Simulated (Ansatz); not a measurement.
For NbAl3 (I4/mmm, No. 139; structure not from a measured cell), LDA in Ansatz (PAW) gives:

| Item | Value |
|---|---|
| lattice parameter a | 3.793 Å |
| lattice parameter c | 8.510 Å |

**Question.** What does r²SCAN (PAW; Ansatz, a quantum-chemistry and plane-wave program) give for the same quantities?

**Answer.** 
- lattice constant a: 3.834 Å (rises by 1.1 %)
- lattice parameter c: 8.578 Å (increases by 0.8 %)

Changes are worked out from the printed values.

Unless a cell is named, each level is at its own relaxed cell (LDA 15.31, r²SCAN 15.76 Å³/atom).

Caveats: the relaxation could not lower the start's symmetry, so the cell can be a saddle point above a distorted one (LDA, r²SCAN). Ansatz's density-functional and Hartree–Fock values are scalar-relativistic unless marked +SOC, with PAW data made under PBE.
